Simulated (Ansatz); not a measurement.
The starting structures come from a database of crystals and need not be the phases stable at ambient conditions.

By PBEsol, the system below comes out a metal.

Without scattering a metal conducts by its projected Fermi surface.

Data:

```xyz
2
Lattice="2.9314 0.0000 0.0000 0.0000 5.4078 0.0000 1.4657 -2.7039 2.5458" Properties=species:S:1:pos:R:3 pbc="T T T"
Ge     0.1878     1.3519     0.0000
Ge     2.7436     4.0558     0.0000
```

Space group of this cell: Imma. The cell is strained (all lengths scaled by 1.02); by PBEsol its mean pressure is -5.9 GPa.

The current flows along the normal of the first two printed cell vectors. No spin-orbit coupling; the value is a mean over 0.1 eV about the Fermi level.

Q: State the ballistic conductance per area according to Ansatz (a quantum-chemistry and plane-wave program) with PBEsol.

A: 1.1 × 10¹⁵ S/m² for both spins.
